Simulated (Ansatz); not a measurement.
Reference: C (P6_3/mmc), r2SCAN, rigid bands (plane waves, PAW, scalar-relativistic; Ansatz, a first-principles code); axes and stresses refer to this cell.

```xyz
4
Lattice="2.4988 0.0000 0.0000 -1.2494 2.1640 0.0000 0.0000 0.0000 4.1609" Properties=species:S:1:pos:R:3 pbc="T T T"
C      0.0000     1.4427     0.0013
C      1.2494     0.7213     2.0817
C      0.0000     1.4427     1.5591
C      1.2494     0.7213     3.6395
```

hole mass along z: 0.65 mₑ
Seebeck coefficient, n-type 1e19 cm⁻³: -237 μV/K
electron mass along z: 0.27 mₑ

```
Change                                                           hole mass along z  Seebeck coefficient, n-type 1e19 cm⁻³  electron mass along z
---------------------------------------------------------------  -----------------  -------------------------------------  ---------------------
biaxial stress in the c plane of -11 GPa (compression positive)                  …                              -238 μV/K                0.27 mₑ
biaxial stress in the c plane of -22 GPa (compression positive)                  …                              -240 μV/K                0.27 mₑ
biaxial stress in the c plane of -33 GPa (compression positive)            0.60 mₑ                              -241 μV/K                0.26 mₑ
uniaxial stress along c of -44 GPa (compression positive)                        …                                      …                0.29 mₑ
```

Problem. Complete the blanks.

Solution. 
- biaxial stress in the c plane of -11 GPa (compression positive), hole mass along z: 0.64 mₑ
- biaxial stress in the c plane of -22 GPa (compression positive), hole mass along z: 0.62 mₑ
- uniaxial stress along c of -44 GPa (compression positive), hole mass along z: 0.78 mₑ
- uniaxial stress along c of -44 GPa (compression positive), Seebeck coefficient, n-type 1e19 cm⁻³: -238 μV/K

Masses are for dilute carriers at 300 K, harmonic means over directions unless an axis is named. Seebeck coefficients are for the stated density at 300 K, with one relaxation time for all states and whether or not that doping can be reached. Spin-orbit coupling is left out unless a row names it. Stresses and pressures are the targets of the relaxation.  The structure type is held under load, also where the real crystal would transform.
